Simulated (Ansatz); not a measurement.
Consider the following.

```
AlN
1.0
    3.27104     0.00000     0.00000
   -1.63552     2.83280     0.00000
    0.00000     0.00000     4.79373
Al N
2 2
Cartesian
  0.00000   1.88853  -0.05873
  1.63552   0.94427   2.33813
  0.00000   1.88853   1.85638
  1.63552   0.94427   4.25325
```

Method: PBE with spin-orbit coupling, rigid bands (plane waves, PAW; Ansatz, a first-principles code). Condition of this run: biaxial stress in the c plane of -18 GPa (compression positive) (the target of the relaxation). Cell: cell and atoms relaxed with PBEsol, then loaded as said.

Question: Predict the hole conductivity mass (n e² τ/σ) at 300 K, by direction if it differs.

Answer: 2.3 (x), 2.3 (y), 0.32 (z) mₑ.

Question: Predict the electron conductivity mass (n e² τ/σ) at 300 K, by direction if it differs.

Answer: 0.28 (x), 0.28 (y), 0.30 (z) mₑ.

Question: And the band gap?

Answer: 3.19 eV at this level; semilocal functionals usually fall short of the measured gap.

Rigid bands, one relaxation time for all states, no polarons. Geometry: cell and atoms relaxed with PBEsol.
